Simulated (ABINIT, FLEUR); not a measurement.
An ABINIT input for a self-consistent single point of MoRu (P-6m2, 2 atoms in the cell) (DFT, PBEsol, plane waves, norm-conserving pseudopotentials (PseudoDojo nc-sr-04 PBEsol standard)):

```
# MoRu, PseudoDojo nc-sr-04 PBEsol standard
pp_dirpath "./"
pseudos "Mo.upf, Ru.upf"
acell 5.2984049902 5.2984049902 8.5153232361
rprim
         1.0000000000    0.0000000747    0.0000000000
        -0.5000000647    0.8660253664    0.0000000000
         0.0000000000    0.0000000000    1.0000000000
natom 2
ntypat 2
znucl 42 44
typat 1 2
xcart
         1.4018975270    0.8093860542    0.0000000000
        -0.0000001209    1.6187718990    2.2530575000
      Angstrom
ecut 42 Ha
occopt 3
tsmear 0.00367493
nband 21
kptopt 1
ngkpt 13 13 7
nshiftk 1
shiftk 0 0 0
nstep 50
tolvrs 1.0e-12
prtwf 0
prtden 0
prtvol 1
```

Question: Write the same calculation as an input for FLEUR.

Answer: One input that does it (others would too):

Input of the input generator:

```
MoRu
&input film=f /
1.0000000000 0.0000000747 0.0000000000
-0.5000000647 0.8660253664 0.0000000000
0.0000000000 0.0000000000 1.6071484252
5.2984049902
1.0 1.0 1.0

2
42 0.6666666667 0.3333333333 0.0000000000
44 0.3333333333 0.6666666667 0.5000000000

&comp jspins=1 /
&exco xctyp='PBEs' /
&kpt div1=13 div2=13 div3=7 /
&end /
```

```xml
<?xml version="1.0" encoding="UTF-8" standalone="no"?>
<fleurInput fleurInputVersion="0.39">
   <comment>
      MoRu                                                                                                
   </comment>
   <calculationSetup>
      <cutoffs Kmax="4.1" Gmax="16.4" GmaxXC="16.4" numbands="0"/>
      <scfLoop itmax="80" minDistance="0.00001" maxIterBroyd="40" imix="Anderson" alpha="0.05" precondParam="0.0" spinf="2.0"/>
      <coreElectrons ctail="T" frcor="F" kcrel="0" coretail_lmax="0"/>
      <xcFunctional name="PBEs" relativisticCorrections="F"/>
      <magnetism jspins="1"/>
      <soc l_soc="F" theta="0.0" phi="0.0" spav="F"/>
      <expertModes spex="0" secvar="F"/>
      <geometryOptimization l_f="T" forcealpha="1.0" forcemix="BFGS" epsdisp="0.00001" epsforce="0.00001"/>
      <ldaU l_linMix="F" mixParam="0.05" spinf="1.0"/>
   </calculationSetup>
   <cell>
      <bzIntegration valenceElectrons="28.0" mode="hist" fermiSmearingEnergy="0.00367493">
         <kPointListSelection listName="default-1"/>
         <!-- k-points included here -->
         <xi:include xmlns:xi="http://www.w3.org/2001/XInclude" href="kpts.xml"> </xi:include>
      </bzIntegration>
      <!-- symmetry operations included here -->
      <xi:include xmlns:xi="http://www.w3.org/2001/XInclude" href="sym.xml"> </xi:include>
      <bulkLattice scale="1.0">
         <bravaisMatrix>
            <row-1>    5.2984049901999999     0.0000003957908528     0.0000000000000000</row-1>
            <row-2>   -2.6492028379068029     4.5885531229735435     0.0000000000000000</row-2>
            <row-3>    0.0000000000000000     0.0000000000000000     8.5153232360717510</row-3>
         </bravaisMatrix>
      </bulkLattice>
   </cell>
   <atomSpecies>
      <species name="Molybdenum (Mo)" element="Mo" atomicNumber="42">
         <mtSphere radius="2.40" gridPoints="847" logIncrement="0.015"/>
         <atomicCutoffs lmax="10" lnonsphr="8"/>
         <electronConfig flipSpins="F">
            <coreConfig>(1s1/2) (2s1/2) (2p1/2) (2p3/2) (3s1/2) (3p1/2) (3p3/2) (3d3/2) (3d5/2)</coreConfig>
            <valenceConfig>(4s1/2) (4p1/2) (4p3/2) (5s1/2) (4d3/2) (4d5/2)</valenceConfig>
            <stateOccupation state="(5s1/2)" spinUp="0.5" spinDown="0.5"/>
            <stateOccupation state="(4d3/2)" spinUp="1.0" spinDown="1.0"/>
            <stateOccupation state="(4d5/2)" spinUp="1.5" spinDown="1.5"/>
         </electronConfig>
         <energyParameters s="5" p="5" d="4" f="4"/>
         <lo type="SCLO" l="0" n="4" eDeriv="0"/>
         <lo type="SCLO" l="1" n="4" eDeriv="0"/>
      </species>
      <species name="Ruthenium (Ru)" element="Ru" atomicNumber="44">
         <mtSphere radius="2.40" gridPoints="847" logIncrement="0.015"/>
         <atomicCutoffs lmax="10" lnonsphr="8"/>
         <electronConfig flipSpins="F">
            <coreConfig>(1s1/2) (2s1/2) (2p1/2) (2p3/2) (3s1/2) (3p1/2) (3p3/2) (4s1/2) (3d3/2) (3d5/2)</coreConfig>
            <valenceConfig>(4p1/2) (4p3/2) (5s1/2) (4d3/2) (4d5/2)</valenceConfig>
            <stateOccupation state="(5s1/2)" spinUp="0.5" spinDown="0.5"/>
            <stateOccupation state="(4d3/2)" spinUp="1.4" spinDown="1.4"/>
            <stateOccupation state="(4d5/2)" spinUp="2.1" spinDown="2.1"/>
         </electronConfig>
         <energyParameters s="5" p="5" d="4" f="4"/>
         <lo type="SCLO" l="1" n="4" eDeriv="0"/>
      </species>
   </atomSpecies>
   <atomGroups>
      <atomGroup species="Molybdenum (Mo)">
         <relPos label="                   1">-1.000/3.000 1.000/3.000 .0000000000</relPos>
         <force calculate="T" relaxXYZ="TTT"/>
      </atomGroup>
      <atomGroup species="Ruthenium (Ru)">
         <relPos label="                   2">1.000/3.000 -1.000/3.000 1.000/2.000</relPos>
         <force calculate="T" relaxXYZ="TTT"/>
      </atomGroup>
   </atomGroups>
   <output dos="F" band="F" slice="F">
      <checks vchk="F" cdinf="F"/>
      <bandDOS minEnergy="-.5*Htr" maxEnergy="0.5*Htr" sigma="0.015" storeEVData="T"/>
      <vacuumDOS vacdos="F" integ="F" star="F" nstars="0" locx1="0.0" locy1="0.0" locx2="0.0" locy2="0.0" nstm="0" tworkf="0.0"/>
      <unfoldingBand unfoldBand="F" supercellX="1" supercellY="1" supercellZ="1"/>
      <plotting iplot="0" polar="F">
         <plot TwoD="T" vec1="  1.0  0.0  0.0" vec2="  0.0  1.0  0.0" vec3="  0.0  0.0  1.0" zero="  0.0  0.0  0.0" file="plot"/>
      </plotting>
      <chargeDensitySlicing numkpt="0" minEigenval="0.0" maxEigenval="0.0" nnne="0" pallst="F"/>
      <specialOutput eonly="F"/>
      <magneticCircularDichroism mcd="F" energyLo="-10.0" energyUp="0.0"/>
   </output>
  <!-- We include the file relax.xml here to enable relaxations (see documentation) -->
  <xi:include xmlns:xi="http://www.w3.org/2001/XInclude" href="relax.xml"> <xi:fallback/> </xi:include>
</fleurInput>
```

Basis, cutoffs, solver keys and any potentials are the target program's own. This input uses DFT, PBEsol, all-electron FLAPW (FLEUR), scalar-relativistic valence.

The starting cell comes from a database of computed structures (which also holds hypothetical and non-ambient phases and stackings), without a prior relaxation at this level. Its lattice was rescaled by a random factor within 2.5 % of one.
